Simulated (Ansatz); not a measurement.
The starting structures come from a database of crystals and need not be the phases stable at ambient conditions.

 Where the default PAW files enter, the runs use the earlier of Ansatz's two default sets.

```
CELL_PARAMETERS angstrom
      4.29765     0.00000     0.00000
     -2.14883     3.72187     0.00000
      0.00000     0.00000     7.21811
ATOMIC_POSITIONS crystal
  Cd 0.00000 0.00000 0.49023
  Cd 0.33333 0.66667 0.00964
  Se 0.33333 0.66667 0.62575
  S  0.00000 0.00000 0.12238
```

Space group of this cell: P3m1. The cell is strained (lengths along the current scaled by 1.03, ions clamped); by r2SCAN its mean pressure is -3.0 GPa.

Transport runs along the normal of the first two printed cell vectors, the (001) (indices of the unstrained crystal) plane of the conventional cell.

The gap is the functional's own. No spin-orbit coupling. Mid-gap values are interpolated on the energy grid.

Give the band gap and the smallest decay constant κ at mid-gap that Ansatz (a program for electronic structure) with r2SCAN yields.

Gap 1.02 eV on a 12×12×4 mesh; κ = 0.094 1/Å, at the zone centre.
